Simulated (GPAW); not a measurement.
A self-consistent single point of the (001) slab of Mg (cut from a parent of space group no. 194; 2 atoms in the cell) with GPAW.

Level of theory: GPAW 25.7.0 with LDA (Perdew-Wang 92), LCAO dzp, GPAW PAW datasets LDA (gpaw-data 1.0.1).

```
Mg
1.0
    3.20037     0.00000     0.00000
   -1.60018     2.77160     0.00000
    0.00000     0.00000    16.59721
Mg
2
Cartesian
  1.60019   0.92387   9.59720
  0.00000   1.84774   7.00001
```

Reference input (self-consistent single point, DFT LDA (Perdew-Wang 92), LCAO dzp, GPAW PAW datasets LDA (gpaw-data 1.0.1)): mode = lcao; h = 0.18 Å; basis = dzp; xc = LDA; kpts = 6 6 1; mesh shift (steps) = 0 0 0; occupations.name = fermi-dirac; occupations.width = 0.1 eV; convergence.density = 1e-05 e/electron; symmetry.symmorphic = false; symmetry.tolerance = 0.0005; maxiter = 150. This run's input differs from it in these lines:

```diff
@@ -12,3 +12,3 @@
 calc = GPAW(mode='lcao',
-            h=0.18,
+            h=0.127,
             basis='dzp',
```

Output (repeated stretches shortened):

```
     iter     time        total  log10-change:
                         energy   eigst   dens
iter:   1 --:--:--    -2.454859        c
iter:   2 --:--:--    -2.452970        c -1.56
iter:   3 --:--:--    -2.469570        c -1.58
iter:   4 --:--:--    -2.463068        c -1.94
iter:   5 --:--:--    -2.453215        c -2.24
iter:   6 --:--:--    -2.453246c       c -2.88
iter:   7 --:--:--    -2.453708c       c -2.96
iter:   8 --:--:--    -2.453623c       c -4.22
iter:   9 --:--:--    -2.453699c       c -3.92
iter:  10 --:--:--    -2.453695c       c -5.16c
Converged after 10 iterations.

Dipole moment: (0.086774, 0.150297, 0.000000) |e|*Ang

Energy contributions relative to reference atoms: (reference = -10854.460033)

Kinetic:         +3.785002
Potential:       -1.140915
External:        +0.000000
XC:              -5.068436
Entropy (-ST):   -0.075035
Local:           +0.008172
SIC:             +0.000000
--------------------------
Free energy:     -2.491212
Extrapolated:    -2.453695

Showing only first 2 kpts
 Kpt  Band  Eigenvalues  Occupancy
  0     8     -7.81980    2.00000
  0     9     -5.28075    2.00000
  0    10     -2.20978    1.99669
  0    11      0.96673    0.00000

  1     8     -7.27701    2.00000
  1     9     -4.73873    2.00000
  1    10     -1.68328    1.51404
  1    11      1.55791    0.00000

Fermi level: -1.56964

No gap
No difference between direct/indirect transitions
Energy (eV): -2.453695

Forces in eV/Ang:
  0 Mg   -0.00000    0.00000    0.23385
  1 Mg   -0.00000   -0.00000   -0.23385
```

The run converged in 10 iterations. Against the reference run the free energy falls by 1.9 meV/atom and the largest force stays at 0.234 eV/Å.

The starting cell has typed, rounded lattice constants, without a prior relaxation at this level. The slab is cut from that crystal, and its faces are unrelaxed. Its lattice was rescaled by up to half a per cent. Values carry the incompleteness of an atom-centred basis.

Cost on one core of a shared machine: roughly 3 min.
